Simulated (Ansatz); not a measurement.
Consider Re-vacancy pair (Re on one host Cu site, one Cu site vacant) in fcc Cu, neutral cell. The step: Re and the vacancy change places (Re-vacancy distance between ideal sites 2.57 Å throughout); the atom moves 2.46 Å along (0.00, 0.48, 0.48) of the unit cell; the moving atom starts with neighbours 4 Cu at 2.55, 2 Cu at 2.58, 5 Cu at 2.61 Å and ends with 4 Cu at 2.55, 2 Cu at 2.58, 5 Cu at 2.61 Å. A PBE band in Ansatz (plane-wave PAW, a 2×2×2 k-point mesh shifted by half a step, 32 host sites, 17 SCF runs with any check of the saddle's order, static, no finite-size correction) gives a forward barrier of 1.28 eV. The saddle point's order was not checked, and it lies on a symmetry element of the cell, where a band can be held. Forms of the defect that were not tried may lie lower.

Single points at the band's start and saddle point can refine it. Rough cost of one point, in units of the band's mean SCF on the same machine:

```json
[
 {"Level": "PBE, a 4×4×4 k-point mesh shifted by half a step", "Cost of one point": "about 7"},
 {"Level": "r2SCAN at 500 eV, a 2×2×2 k-point mesh shifted by half a step", "Cost of one point": "about 3"}
]
```

Q: Which of these move the barrier by more than 0.1 eV, and how far does each move it?

A: Not one does. PBE, a 4×4×4 k-point mesh shifted by half a step: -0.01 eV; r2SCAN at 500 eV, a 2×2×2 k-point mesh shifted by half a step: +0.07 eV. Each functional is compared with PBE at the same k-points.

Ansatz is a program for electronic structure.
